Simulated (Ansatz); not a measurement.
Start from Mg in the hcp (Mg type) structure (space group P6_3/mmc, No. 194; a = 3.175 Å, c = 5.163 Å; relaxed with 0.1 eV smearing). Axes: x lies along a and z along c of the hexagonal cell.

Computed with PBEsol (Ansatz, a first-principles code; PAW; 420 eV plane waves; spin-orbit coupling left out).

The change: a pure shear with ε_xz = ε_zx = 0.0143; the atoms relax in the strained cell.

Problem. Predict the stress tensor and what it implies for the stiffness.

Solution. Stress of the strained cell less that of the base (GPa, compression positive):
```
    0.0     0.0    -0.5
    0.0     0.0     0.0
   -0.5     0.0     0.1
```

Then −Δσ/γ with γ = 2ε = 0.0286 gives secant stiffness values (nonlinear terms included at this strain): C55 ≈ 18 GPa.

No phonon test of stability was made.
